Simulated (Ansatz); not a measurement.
The parent structure is SnO (space group P4/nmm, No. 129; a = 3.769 Å, c = 4.557 Å; layered, stacked along the Cartesian z axis; relaxed with 0.1 eV smearing). Axes: x, y, z lie along a, b, c of the conventional cell.

The values are results of Ansatz (a program for electronic structure) PBEsol-D3(BJ), no spin-orbit coupling, not measurements.

Strains are applied to the cell and any free atomic positions relax; under biaxial strain the out-of-plane vector relaxes too.

One change was made to it. Results:

```tsv
quantity	base	after
pressure (mean of the normal stresses, compression positive)	0.0 GPa	2.3 GPa
shortest interatomic distance	2.211 Å	2.195 Å
```

**Question.** Which change produced these results?
A. biaxial strain −3.00 %, plane normal [001], relaxed out of plane
B. biaxial strain −2.40 %, plane normal [001], relaxed out of plane
C. biaxial strain −1.80 %, plane normal [001], relaxed out of plane

**Answer.** C, biaxial strain −1.80 %, plane normal [001], relaxed out of plane. For comparison, the pressure in the other runs: biaxial strain −3.00 %, plane normal [001], relaxed out of plane gives 4.2 GPa; biaxial strain −2.40 %, plane normal [001], relaxed out of plane gives 3.2 GPa.

Whether these cells are dynamically stable was not tested. The final runs are not spin-polarised.
